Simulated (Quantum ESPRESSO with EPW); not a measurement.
Si: phonon-limited electron drift mobility along x at 300 K against the coarse meshes from which the couplings are interpolated (Quantum ESPRESSO with EPW, LDA, PseudoDojo 0.4 norm-conserving potentials with their local tails restored to the Coulomb form, DFPT electron-phonon coupling, iterative Boltzmann equation). Each run picks its fine mesh from its own bands, so these can differ.

```yaml
crystal:
  lattice:
    - [0.00000, 2.69684, 2.69684]
    - [2.69684, 0.00000, 2.69684]
    - [2.69684, 2.69684, 0.00000]
  atoms:
    - { symbol: Si, position: [0.00000, 0.00000, 0.00000] }
    - { symbol: Si, position: [0.25000, 0.25000, 0.25000] }
```

| coarse k | coarse q | fine mesh | Wannier miss near the edge (meV) | μ (cm²/(V·s)) | move from a fine mesh of 0.7 the divisions | against the last row |
|---|---|---|---|---|---|---|
| 6×6×6 | 3×3×3 | 76×76×76 | 87 | 5780 | 2 % | +255 % |
| 8×8×8 | 4×4×4 | 62×62×62 | 24 | 1430 | 1 % | -12 % |
| 12×12×12 | 4×4×4 | 62×62×62 | 8 | 1910 | 3 % | +17 % |
| 12×12×12 | 6×6×6 | 62×62×62 | 9 | 1630 | 2 % | - |

The last step in the coarse meshes, 12×12×12/4×4×4 to 12×12×12/6×6×6, moves the value by 17 %, and the fine meshes of those two rows move it by up to 3 %. The coarse meshes are the larger error, and the last row is the best estimate here, not a limit. The row farthest off, 6×6×6/3×3×3 (+255 %), also has the largest Wannier miss.

Dilute carriers, scattering by harmonic phonons alone, dynamical quadrupoles left out; computed gap 0.45 eV. Spin-orbit coupling is left out. Leaving out quadrupoles slows convergence with the coarse q mesh. Geometry: relaxed with this functional.
